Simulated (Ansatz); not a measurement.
Se on the C site (Se_C) (metastable 2H silicon carbide host)

Calculation: PBE, PAW (plane waves to 420 eV; Ansatz, a quantum-chemistry and plane-wave program). Cell: 96 sites, 3×2×2; final energies on a 2×2×2 shifted mesh. Site at the start: the C site. Finite-size correction: monopole term and site-potential alignment. Dielectric constants: PBE linear response of the host. Host gap at this level: 2.31 eV. Finite-size and sampling errors can reach tenths of an eV here. Levels are measured in PBE's own, too narrow, gap. Spin–orbit coupling is left out. Each state is the lowest found from its start.

```csv
charge,moment (μB),largest move off a lattice site (Å),image correction with alignment (eV)
+2,not spin-polarised,0.43,1.12
+1,1.0,0.57,0.40
0,not spin-polarised,0.74,0.00
−1*,1.0,0.71,–
```

* At this level the carrier isn't localised at the defect: at charge −1 electrons occupy the conduction band. Such a state is shallow or no state of the defect, and this cell gives it no level.

Transition levels above the valence-band maximum: ε(+2/+1) = 1.91 eV; ε(+1/0) = 2.12 eV. On the lower envelope of the bound states, inside the gap: (+2/+1) at 1.91 eV; (+1/0) at 2.12 eV.

Flagged in the runs: a host whose relaxation on this sampling wasn't shown to rest, a strain field that reaches the edge of the cell.
